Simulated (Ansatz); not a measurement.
Se on the C site (Se_C) in metastable 2H silicon carbide: one set of geometries, relaxed with PBE, evaluated in Ansatz (PAW, plane waves to 420 eV, 500 eV under r2SCAN) with PBE, r2SCAN.

Details: 96-site cell; 2×2×2 shifted k-points; start: the C site; charged states image-corrected; corrections pass 1 eV, so highly charged states may be off by several tenths; flagged in the runs: a host whose relaxation on this sampling wasn't shown to rest, a strain field that reaches the edge of the cell.

| quantity | PBE | r2SCAN |
|---|---|---|
| host gap (eV) | 2.31 | 2.68 |
| ε(+2/+1) above the VBM (eV) | 1.91 | 2.11 |
| ε(+1/0) above the VBM (eV) | 2.12 | 2.43 |
| largest moment on one atom at charge +1 (μB) | 0.06 | 0.07 |
| neutral formation energy against graphite, trigonal Se (eV) | 5.52 | 5.72 |

PBE narrows the gap by 0.37 eV against r2SCAN, the highest level run, and puts the levels 0.26 eV lower above the valence-band maximum on average.

Ansatz is a quantum-chemistry and plane-wave program.
